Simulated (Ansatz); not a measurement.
WS₂ (P6_3/mmc), PBEsol+D3BJ with spin-orbit coupling, rigid bands run with Ansatz (a quantum-chemistry and plane-wave program): N_v = 1.14e19 cm⁻³ at 300 K and a hole conductivity mass of 0.473 mₑ along y (a = (3.11, 0.00, 0.00) Å; b = (-1.56, 2.70, 0.00) Å; c = (0.00, 0.00, 11.77) Å).

For 1e16 holes per cm³ at 300 K, place the Fermi level, estimate the Seebeck coefficient of a parabolic band with constant τ, and give mobility and conductivity for τ = 20 fs.

The level lies k_BT ln(N_v/p) = 0.182 eV above the valence-band maximum. S ≈ +(k_B/e)[ln(N_v/p) + 5/2] = 822 μV/K, against 821 μV/K from the full bands (mean over directions). μ = eτ/m = 74.4 cm²/(V·s) and σ = peμ = 0.119 S/cm. τ is assumed, not computed.

Band transport and this doping are assumed; polarons and phonon drag are left out. Geometry: cell and atoms relaxed with PBEsol+D3(BJ).

PBEsol with a dispersion correction tends to overbind, so the cell can be several per cent short, in bad cases over ten, which usually narrows a gap: WS2 (P6_3/mmc).
